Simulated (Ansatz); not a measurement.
## NiSi$_{2}$ under load (space group Fm-3m): band-structure transport figures

Given:

```
CELL_PARAMETERS angstrom
      0.00000     2.64682     2.64682
      2.64682     0.00000     2.64682
      2.64682     2.64682     0.00000
ATOMIC_POSITIONS crystal
  Si 0.25000 0.25000 0.25000
  Si 0.75000 0.75000 0.75000
  Ni 0.00000 0.00000 0.00000
```

These are PBEsol, rigid bands (plane waves, PAW, scalar-relativistic; Ansatz, a quantum-chemistry and plane-wave program) values and carry that method's errors. Condition of this run: hydrostatic pressure 10 GPa (the target of the relaxation). Cell: cell and atoms relaxed with PBEsol, then loaded as said.

```json
{
  "density of states at the Fermi level": "0.863 states/(eV·cell), both spins",
  "bare Sommerfeld coefficient": "0.68 mJ/(mol of atoms·K²)",
  "drude_plasma_energy": "5.4 eV",
  "root-mean-square Fermi velocity": "6.9e5 m/s",
  "resistivity times τ": "17.0 ×10⁻²² Ω·m·s"
}
```

A metal at this level (no band gap); rigid bands, thermally averaged at 300 K, both spins. Spin-orbit coupling is left out. τ is one relaxation time for all states.

Treated as nonmagnetic (a ferromagnetic start lost its moment, other orders weren't tried): NiSi2 under load (space group Fm-3m).
